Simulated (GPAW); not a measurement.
Several settings converged on WC (P3m1, 2 atoms in the cell)

```
CELL_PARAMETERS angstrom
      1.46227    -2.53274     0.00000
      1.46227     2.53274     0.00000
      0.00000     0.00000     2.85420
ATOMIC_POSITIONS crystal
  W  0.00000 0.00000 0.01752
  C  0.33333 0.66667 0.50000
```

Base method: LDA (Perdew-Wang 92), GPAW PAW datasets LDA (gpaw-data 1.0.1) (plane waves; GPAW).

Base settings: mode = pw; ecut = 950 eV; xc = LDA; kpts = 6 6 5; mesh shift (steps) = 0 0 0; occupations.name = methfessel-paxton; occupations.width = 0.1 eV; occupations.order = 0; nbands = -8; convergence.density = 1e-05 e/electron.

The count of work is k-points × plane waves × bands × iterations; it is no time. Core times come from one kind of shared machine, to one figure; runs under 30 s give none.

**The k-point mesh**

The second cell is the first with its lattice scaled by 0.98.

Only quantities that move along the ladder and can be compared are tabulated.

```tsv
kpts	free energy less the last step's (meV/atom)	energy of the compressed cell less the first (meV/atom)	largest difference of a force vector from the last step's (eV/Å)	count of work / last
2 2 2	444.01	-5.09	0.670	0.025
3 3 3	151.52	-2.51	0.132	0.042
4 4 4	28.58	-20.95	0.125	0.069
5 5 5	5.68	-22.20	0.124	0.12
6 6 5	4.16	-23.03	0.042	0.16
7 7 6	5.64	-21.82	0.004	0.24
12 12 11	0.00	-23.32	0.000	1.0
```

Coarsest kpts that holds the free energy within 5 meV/atom: not settled: the last two steps still differ by 5.6 meV/atom, over half the tolerance, so the ladder does not show it.

Coarsest kpts that holds the forces within 0.02 eV/Å of the last step, with all finer ones: 7 7 6, at 0.24 of the last step's count of work; the step before is off by 0.042 eV/Å.

Coarsest kpts that holds the energy of the compressed cell less the first within 2 meV/atom: not settled: the last two steps still differ by 1.5 meV/atom, over half the tolerance, so the ladder does not show it.

**The k-point mesh at a smearing width of 0.3 eV**

In this ladder: occupations.width = 0.3 eV.

Only quantities that move along the ladder and can be compared are tabulated.

```csv
kpts,free energy less the last step's (meV/atom),largest difference of a force vector from the last step's (eV/Å),count of work / last,core time / last (rough)
5 5 4,22.15,0.152,0.044,–
7 7 6,3.22,0.010,0.10,–
10 10 9,-0.93,0.004,0.28,0.3
14 14 13,-0.05,0.003,0.73,0.7
17 17 15,0.00,0.000,1.0,1
```

Coarsest kpts that holds the forces within 0.02 eV/Å of the last step, with all finer ones: 7 7 6, at 0.10 of the last step's count of work; the step before is off by 0.15 eV/Å.

Coarsest kpts that holds the free energy within 5 meV/atom of the last step, with all finer ones: 7 7 6, at 0.10 of the last step's count of work; the step before is off by 22 meV/atom.

**The SCF threshold**

Moved along: convergence.energy, convergence.eigenstates.

The mesh stays at the base's, so the ladder's end is converged at best in this setting alone.

Only quantities that move along the ladder and can be compared are tabulated.

| convergence.density | largest difference of a force vector from the last step's (eV/Å) | count of work / last |
|---|---|---|
| 0.004 e/electron | 0.010 | 0.12 |
| 0.0004 e/electron | 0.009 | 0.14 |
| 4e-05 e/electron | 0.000 | 0.23 |
| 1e-05 e/electron | 0.001 | 0.21 |
| 4e-06 e/electron | 0.000 | 0.31 |
| 1e-08 e/electron | 0.000 | 1.0 |

Coarsest convergence.density that holds the forces within 0.005 eV/Å of the last step, with all finer ones: 4e-05 e/electron, at 0.23 of the last step's count of work; the step before is off by 0.009 eV/Å.

On the base run: the starting cell has typed, rounded lattice constants, without a prior relaxation at this level. Its lattice was rescaled by up to half a per cent. One atom was moved a little off its site on purpose. Spin polarisation is off. Without a gap this mesh is coarse (it stands for a supercell whose shortest vector is 14 Å).
